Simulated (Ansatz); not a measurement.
Partial pair distribution functions of a relaxed model of amorphous Si30N40Li, broadened by 0.06 Å; density 2.95 g/cm³. All values below come from PBE, scalar-relativistic without spin-orbit coupling (plane waves to 420 eV, PAW; Ansatz, a program for electronic structure). The usual formal charges leave 1 electrons over, so the level spacing at the Fermi energy parts defect or band states and needn't be the band gap. In the spin-polarised cell the level spacing at the Fermi energy can part levels of unlike spin.

It comes from a melt-quench run on a machine-learned potential (CHGNet), relaxed afterwards by DFT. N atoms were pushed apart under 1.9 Å during the dynamics, to hinder bonds among them. The hot cell started wider than the set density and was brought back towards it in steps. It is the lowest in DFT energy of 2 quenches. It is a model cell: composition and starting density were chosen by hand, and all elements were melted together. No dispersion term was used. Its density started from a set value of 2.95 and ended at 2.95 g/cm³. Cooling (nominally 450 K/ps over its main leg) ran many orders faster than in experiment, which tends to leave more defects and strain. Values belong to this one cell and scatter from quench to quench. The volume was held where the preparation left it, at a PBE pressure of -0.8 GPa (tension). Stress components on the final sampling reach 7.6 GPa. On a 2×2×2 Γ-centred mesh force components of up to 0.14 eV/Å stay, since the relaxation ran on the zone centre alone.

```
r (Å)  g Si-N  g N-Li  g Si-Si  g N-N
-----  ------  ------  -------  -----
1.45     0.00    0.00     0.00   0.00
1.55     0.31    0.00     0.00   0.00
1.65     4.10    0.00     0.00   0.00
1.75    10.03    0.35     0.00   0.00
1.85     4.75    3.57     0.00   0.00
1.95     0.80    4.15     0.00   0.00
2.05     0.06    0.60     0.00   0.00
2.15     0.00    0.01     0.00   0.00
2.25     0.00    0.03     0.00   0.04
2.35     0.00    0.88     0.16   0.31
2.45     0.00    2.09     0.49   0.51
2.55     0.00    1.92     0.63   0.96
2.65     0.05    1.58     0.62   2.18
2.75     0.34    0.80     0.84   3.21
2.85     0.35    0.03     2.32   3.45
2.95     0.34    0.00     3.04   2.56
3.05     0.65    0.03     2.90   1.98
3.15     0.59    0.97     2.59   1.43
3.25     0.80    2.12     1.86   0.97
3.35     1.10    1.15     0.98   0.62
3.45     1.33    0.20     0.59   0.51
3.55     1.35    0.69     0.53   0.36
3.65     1.28    1.49     0.52   0.48
3.75     1.34    0.92     0.66   0.51
3.85     1.32    0.45     0.84   0.39
3.95     1.29    0.74     0.73   0.48
4.05     1.43    1.02     0.72   0.58
4.15     1.36    1.22     0.75   0.56
4.25     1.60    1.42     0.60   0.62
4.35     1.49    1.26     0.71   1.00
4.45     1.33    1.70     0.81   1.02
4.55     1.14    1.85     0.82   1.13
4.65     0.86    2.08     1.08   1.18
```

Within 2.10 Å each Si has 3.93 N neighbours on average.
